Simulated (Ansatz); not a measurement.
Start from C in the diamond structure (space group Fd-3m, No. 227; a = 3.5603 Å).

Now apply this change: cell and atoms relaxed at a pressure of 45 GPa.

Computed with Kohn–Sham DFT with the r2SCAN functional, run in Ansatz (a program for electronic structure) with PAW and 500 eV plane waves, spin-orbit coupling left out, earlier PAW set.

Base, band edges from the VBM (valence, conduction): X -6.68, 5.03; W -8.75, 11.29; L -2.99, 8.94; Γ 0.00, 5.89; K -5.70, 6.00; U -5.70, 6.00 eV.

Q: Give the band edges at the high-symmetry points of the new zone, measured from its valence-band maximum.

A: 
```
point  valence edge (eV)  conduction edge (eV)
-----  -----------------  --------------------
Γ                   0.00                  6.14
X                  -7.24                  5.23
U                  -6.18                  6.24
K                  -6.18                  6.24
L                  -3.23                  9.31
W                  -9.54                 11.70
```

The gap is 4.57 eV, indirect, Γ → Γ–X (75 % along).

Load acts through the strain it causes; cell and atoms are relaxed under it. Stability against distortions was not tested. Competing high-pressure phases were not computed.
